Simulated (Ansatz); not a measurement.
# WTe2 (model structure, started from the CdCl2 type, R-3m, No. 166, 3 atoms in the cell): properties by level of theory

```
level (code)         lattice parameter a (Å)  c axis length (Å)
-------------------  -----------------------  -----------------
PBE (Ansatz)                           3.520                  …
PBEsol (Ansatz)                            …             20.895
PBE-D3(BJ) (Ansatz)                        …             20.566
```

**Question.** Complete the blanks.

**Answer.** 
- PBE (Ansatz, a program for electronic structure), c axis length (Å): 22.038
- PBEsol (Ansatz), lattice parameter a (Å): 3.448
- PBE-D3(BJ) (Ansatz), lattice parameter a (Å): 3.452

Caveats: a distance lies near a switch of the dispersion term, which can move the cell (PBE-D3(BJ)). Ansatz's density-functional and Hartree–Fock values are scalar-relativistic unless marked +SOC, with PAW data made under PBE.

A model structure was made by putting elements into a prototype or built by hand; it is no filed structure, need not be a known phase, and can be a saddle point held by its symmetry.
